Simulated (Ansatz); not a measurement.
Start from ZnCu2SnS4 (space group I-4, No. 82).

```
ZnCu2SnS4
1.0
   -2.65874     2.65874     5.32154
    2.65874    -2.65874     5.32154
    2.65874     2.65874    -5.32154
Cu Zn Sn S
2 1 1 4
Direct
  0.00000   0.00000   0.00000
  0.75000   0.25000   0.50000
  0.25000   0.75000   0.50000
  0.50000   0.50000   0.00000
  0.36981   0.90003   0.00920
  0.09997   0.10917   0.46979
  0.89083   0.36062   0.99080
  0.63938   0.63019   0.53021
```

Calculations: DFT with LDA, PAW potentials and a 420 eV plane-wave cutoff in Ansatz (a first-principles code), no SOC.

Before the change:

| Quantity | Value |
|---|---|
| Band gap | 0.14 eV |

It is then changed as follows: cell and atoms relaxed at a pressure of 0.9 GPa.

### Question
What happens to the band gap?

### Answer
The band gap goes up by 0.03 eV to 0.17 eV.

Load acts through the strain it causes; cell and atoms are relaxed under it. Stability against distortions was not tested. The final runs are not spin-polarised. The zero or small gap of ZnCu2SnS4 can change with the level of theory.
